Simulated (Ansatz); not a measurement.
# Ansatz run on GeMo₃ (Pm-3n, 8 atoms in the cell): self-consistent single point

Method of the run: LDA (PW92), default PAW files made with PBE (plane waves; Ansatz, a program for electronic structure).

The input file:

Ansatz 0.2 input:
```yaml
crystal:
  lattice:
    - [4.95478000, 0.00000000, 0.00000000]
    - [0.00000000, 4.95478000, 0.00000000]
    - [0.00000000, 0.00000000, 4.95478000]
  atoms:
    - { symbol: Ge, position: [0.00000000, 0.00000000, 0.00000000] }
    - { symbol: Ge, position: [0.50000000, 0.50000000, 0.50000000] }
    - { symbol: Mo, position: [0.25000000, 0.00000000, 0.50000000] }
    - { symbol: Mo, position: [0.75000000, 0.00000000, 0.50000000] }
    - { symbol: Mo, position: [0.50000000, 0.75000000, 0.00000000] }
    - { symbol: Mo, position: [0.50000000, 0.25000000, 0.00000000] }
    - { symbol: Mo, position: [0.00000000, 0.50000000, 0.75000000] }
    - { symbol: Mo, position: [0.00000000, 0.50000000, 0.25000000] }
basis:
  ecutwfc: 30.9 Ry
kpoints:
  mp_grid:
    grid: [7, 7, 7]
hamiltonian:
  xc: lda
  pseudopotentials:
    kind: paw
scf:
  occupations:
    method: fermi_dirac
    width: 0.0073 Ry
output:
  forces: true
  eigenvalues: true
  stress: true
```

Log, with long lists cut:

```
WARN ansatz: RAYON_NUM_THREADS=1 ignored (pool sized by the plan → 1); use --threads N
Pseudopotentials: kind: paw
Pseudopotential: Ge, paw, valence charge 14
Pseudopotential: Mo, paw, valence charge 14
Crystal: 8 atoms, lattice volume = 121.639 Å³
Basis set: ecut = 420.4159175005146 eV, 2373 PW (Γ)
Bands: 68, of which v1, the nominal top of the filled ones, is band 56 counted from 1 (55 counted from 0)
Symmetry: 48 space group operations
Space group: Pm-3n (ITA 223), of the structure as read, at distance tolerance 5.0e-5 Å
k-points: 20 of 343
PAW frozen core: Ge, regenerated for the run's functional, and the local potential with it
PAW frozen core: Mo, regenerated for the run's functional, and the local potential with it
Initial density: superposition of atomic densities (neutral atoms: chi_scale 0, normalization atom), corrected by the library's trained network
Initial wavefunctions: pseudopotential atomic-orbital guess
Eigensolver: davidson
Functional: x = slater, c = lda
SCF iter   1: F=—  HF=-37490.112864 eV  |F-HF|=—  |Δ(HF+E_count)|=         —  Δρ=7.43e-3  dr2=3.40e-2  ethr=1.77e-3  ⟨swp⟩=5.0  Hψ=4363  notcnv=0
all-band conjugate gradients solve this SCF's bands
preconditioner: auto → Kerker (q_TF=auto, 2.691 Å⁻¹)
SCF iter   2: F=—  HF=-37490.107730 eV  |F-HF|=—  |Δ(HF+E_count)|=   5.13e-3  Δρ=4.06e-3  dr2=1.14e-2  ethr=3.04e-5  ⟨swp⟩=2.0  Hψ=1736  notcnv=0
SCF iter   3: F=—  HF=-37490.104824 eV  |F-HF|=—  |Δ(HF+E_count)|=   2.91e-3  Δρ=6.04e-4  dr2=2.02e-4  ethr=1.02e-5  ⟨swp⟩=2.1  Hψ=1885  notcnv=0
SCF iter   4: F=—  HF=-37490.104514 eV  |F-HF|=—  |Δ(HF+E_count)|=   3.10e-4  Δρ=3.02e-4  dr2=8.89e-5  ethr=1.81e-7  ⟨swp⟩=2.5  Hψ=2200  notcnv=0
SCF iter   5: F=—  HF=-37490.104480 eV  |F-HF|=—  |Δ(HF+E_count)|=   3.41e-5  Δρ=7.74e-5  dr2=7.51e-6  ethr=7.94e-8  ⟨swp⟩=2.0  Hψ=1920  notcnv=0
SCF iter   6: F=—  HF=-37490.104478 eV  |F-HF|=—  |Δ(HF+E_count)|=   2.54e-6  Δρ=1.12e-5  dr2=1.37e-7  ethr=6.71e-9  ⟨swp⟩=2.0  Hψ=1978  notcnv=0
SCF iter   7: F=-37490.104478 eV  HF=-37490.104478 eV  |F-HF|=6.62e-10  |Δ(HF+E_count)|=   2.80e-8  Δρ=1.66e-6  dr2=2.02e-9  ethr=8.93e-11  ⟨swp⟩=4.5  Hψ=4236  notcnv=0
SCF 1 converged in 7 iterations: F = -37490.104478 eV  dr2 = 2.02e-9
SCF converged after 7 iterations
Free energy (F): -37490.104478 eV
Harris-Foulkes:  -37490.104478 eV  (|F-HF|=6.62e-10)
Internal energy: -37489.976965 eV  (E = F + TS)
E sigma→0 (E₀):  -37490.040721 eV
Entropy (-TS):   -0.127512 eV (-15.939 meV/atom)
Fermi energy:    19.787097 eV
--- Per-component energies (eV) ---
  E_band       = -439.946492
  E_kinetic    = 2883.209825
  E_local      = -8598.275803  (includes V_loc(G=0)·N_el)
  E_nonlocal   = 1737.334416
  E_hartree    = 3286.605352
  E_xc         = -1248.514120
  E_vxc        = -1507.173258  (∫ρ·V_xc dr)
  E_paw        = -22425.132685  (= ΣΔE_a)
  E_vpaw       = -1528.252719  (= ΣTr[D̂ρ^β])
  E_aug_tail   = 0.000619  (compensation charges beyond the density's cutoff)
  E_ewald      = -13131.858120
  E_core_change = 6.653550  (= ΣΔE_core)
  E_smearing   = -0.127512  (= −TS)
  E_closure    = -0.000000  (closes the sum)
  Σ components = -37490.104478   (vs F -37490.104478, Δ=0.00e0)
--- Forces (eV/Å), atoms counted from 1 ---
  atom   1  Ge     0.00000000     0.00000000    -0.00000000
   [... zero for the other atoms too ...]
  max |Σ_I F_I| component: 1.27e-17 eV/Å
--- Stress (GPa, compression-positive) ---
      -11.483379       0.000000       0.000000
        0.000000     -11.483379      -0.000000
        0.000000       0.000000     -11.483379
  P = ⅓ Tr σ = -11.4834 GPa (-114.834 kbar)
  The stress holds the Pulay correction. Without it, at fixed plane waves, as pw.x and ABINIT print it: P = -11.5064 GPa
--- Band table (eV; the first three rows and the last of 20) ---
  k-point 0: bands = ["-41.3866", "-41.2882", "-41.2882", "-40.9980", "-40.9980", "-40.9980", "-16.5638", "-16.5638", "-16.3826", "-15.6645", "-15.6645", "-15.6645", "-15.2238", "-15.2238", "-15.2238", "-15.1998", "-15.1998", "-15.1998", "-15.0853", [...]
  k-point 1: bands = ["-41.3786", "-41.2918", "-41.2774", "-41.0141", "-40.9980", "-40.9980", "-16.5602", "-16.5172", "-16.3435", "-15.6616", "-15.6616", "-15.6382", "-15.2591", "-15.2591", "-15.2215", "-15.2170", "-15.1593", "-15.1593", "-15.0933", [...]
  k-point 2: bands = ["-41.3595", "-41.3023", "-41.2437", "-41.0587", "-40.9980", "-40.9980", "-16.5496", "-16.4943", "-16.1186", "-15.6555", "-15.6555", "-15.5676", "-15.2877", "-15.2877", "-15.2828", "-15.1980", "-15.1255", "-15.1255", "-15.1116", [...]
  k-point 19: bands = ["-41.2070", "-41.1940", "-41.1940", "-41.1284", "-41.1284", "-41.1202", "-15.7806", "-15.7806", "-15.7631", "-15.5729", "-15.5720", "-15.4331", "-15.4331", "-15.3795", "-15.2739", "-15.2353", "-15.2353", "-15.1792", [...]
```

The run converged in 7 iterations.

The starting cell comes from a database of computed structures (which also holds hypothetical and non-ambient phases and stackings), without a prior relaxation at this level. Its lattice was rescaled by up to half a per cent. Spin polarisation is off. With a pressure of about -11 GPa the cell is away from its equilibrium volume at this level. Ansatz's pressure includes its estimate of the finite-basis (Pulay) stress.
